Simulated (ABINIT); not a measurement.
Short convergence ladders for MgB2 (P6mm, 3 atoms in the cell)

```
MgB2
1.0
    1.55272    -2.68940     0.00000
    1.55272     2.68940     0.00000
    0.00000     0.00000     3.53760
Mg B
1 2
Cartesian
  0.00000   0.00000   0.05000
  1.55272   0.89647   1.76880
  1.55272  -0.89647   1.76880
```

Base method: PBEsol, norm-conserving pseudopotentials (PseudoDojo nc-sr-04 PBEsol standard) (plane waves; ABINIT).

Base settings: pseudos = [Mg.upf, B.upf]; ecut = 42 Ha; ixc = -116133; occopt = 3; tsmear = 0.1 eV; ngkpt = 4 4 3; nshiftk = 1; shiftk = 0 0 0; potentials = PseudoDojo nc-sr-04 PBEsol standard; nband = 13.

The count of work is k-points × plane waves × bands × iterations; it is no time. Core times come from one kind of shared machine, to one figure; runs under 30 s give none.

**The cutoff for other potential files**

Level: DFT, PBEsol, plane waves, norm-conserving pseudopotentials (PseudoDojo nc-fr-04 PBEsol standard).

In this ladder: potentials = PseudoDojo nc-fr-04 PBEsol standard.

The second cell is the first with its lattice scaled by 0.98.

The mesh stays at the base's, so the ladder's end is converged at best in this setting alone.

Only quantities that move along the ladder and can be compared are tabulated.

| ecut | free energy less the last step's (meV/atom) | energy of the compressed cell less the first (meV/atom) | pressure (GPa) | largest difference of a force vector from the last step's (eV/Å) | count of work / last |
|---|---|---|---|---|---|
| 19 Ha | 6986.84 | -56.92 | -374.23 | 0.047 | 0.11 |
| 23 Ha | 2286.07 | 0.95 | -177.96 | 0.019 | 0.14 |
| 29 Ha | 274.52 | -1.17 | -39.82 | 0.001 | 0.20 |
| 36 Ha | 9.36 | -2.41 | -7.29 | 0.000 | 0.28 |
| 42 Ha | 0.64 | -2.79 | -5.20 | 0.001 | 0.35 |
| 50 Ha | 0.41 | -2.79 | -5.19 | 0.002 | 0.46 |
| 63 Ha | 0.21 | -2.78 | -5.19 | 0.001 | 0.65 |
| 84 Ha | 0.00 | -2.78 | -5.19 | 0.000 | 1.0 |

Coarsest ecut that holds the free energy within 1 meV/atom of the last step, with all finer ones: 42 Ha, at 0.35 of the last step's count of work; the step before is off by 9.4 meV/atom.

Coarsest ecut that holds the forces within 0.005 eV/Å of the last step, with all finer ones: 29 Ha, at 0.20 of the last step's count of work; the step before is off by 0.019 eV/Å.

Coarsest ecut that holds the energy of the compressed cell less the first within 1 meV/atom of the last step, with all finer ones: 36 Ha, at 0.28 of the last step's count of work; the step before is off by 1.6 meV/atom.

The energy difference between the two cells stays within 1 meV/atom of the last step's from 36 Ha on, the total only from 42 Ha on: much of the error is common to both cells and cancels.

At the lowest cutoff the pressure lies 369 GPa under the last step's, the usual sign of Pulay stress in an incomplete plane-wave basis.

**The relaxed cell against the cutoff**

On MgB₂ (P6/mmm, 3 atoms in the cell): atoms on their sites.

In this ladder: toldfe = default; tolvrs = 1e-11; ionmov = 2; ntime = 40; tolmxf = 0.0002 Ha/bohr; optcell = 2; dilatmx = 1.08; ecutsm = 0.5 Ha.

The mesh stays at the base's, so the ladder's end is converged at best in this setting alone.

Only quantities that move along the ladder and can be compared are tabulated.

| ecut | relaxed volume (Å³/atom) | relaxation steps | core time / last (rough) |
|---|---|---|---|
| 25 Ha | 9.754 | 12 | 0.5 |
| 29 Ha | 9.800 | 9 | 0.3 |
| 36 Ha | 9.564 | 6 | 0.3 |
| 42 Ha | 9.573 | 7 | 0.5 |
| 50 Ha | 9.573 | 7 | 0.7 |
| 63 Ha | 9.574 | 7 | 0.8 |
| 84 Ha | 9.574 | 7 | 1 |

Coarsest ecut that holds the relaxed volume within 0.048 Å³/atom of the last step, with all finer ones: 36 Ha, at about 0.3 of the last step's time; the step before is off by 0.23 Å³/atom.

At the lowest cutoff the cell relaxes to a volume 1.9 % larger than at the highest.

On the base run: the starting cell has typed, rounded lattice constants, without a prior relaxation at this level. Its lattice was rescaled by up to half a per cent. One atom was moved a little off its site on purpose. Without a gap this mesh is coarse (it stands for a supercell whose shortest vector is 11 Å).

Left out of this page: 1 run of the series failed or unconverged.
